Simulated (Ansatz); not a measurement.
## TiC, response to strain

The parent structure is TiC in the rock salt structure (space group Fm-3m, No. 225; a = 4.293 Å; relaxed with 0.1 eV smearing). Axes: x, y, z lie along the cube axes.

Strains are applied to the cell and any free atomic positions relax; under biaxial strain the out-of-plane vector relaxes too.

Level of theory: Kohn–Sham DFT with the PBEsol functional, run in Ansatz (a quantum-chemistry and plane-wave program) with PAW and 420 eV plane waves, no spin-orbit coupling.

Candidates:
(a) biaxial strain −2.50 %, plane normal [111], relaxed out of plane
(b) biaxial strain +1.67 %, plane normal [111], relaxed out of plane
(c) biaxial strain −2.08 %, plane normal [111], relaxed out of plane

**Question.** Order them by out-of-plane strain, lowest first.

**Answer.** (b) biaxial strain +1.67 %, plane normal [111], relaxed out of plane (-1.02 %), (c) biaxial strain −2.08 %, plane normal [111], relaxed out of plane (+1.27 %), (a) biaxial strain −2.50 %, plane normal [111], relaxed out of plane (+1.53 %)

No phonon test of stability was made. All final runs are without spin polarisation.
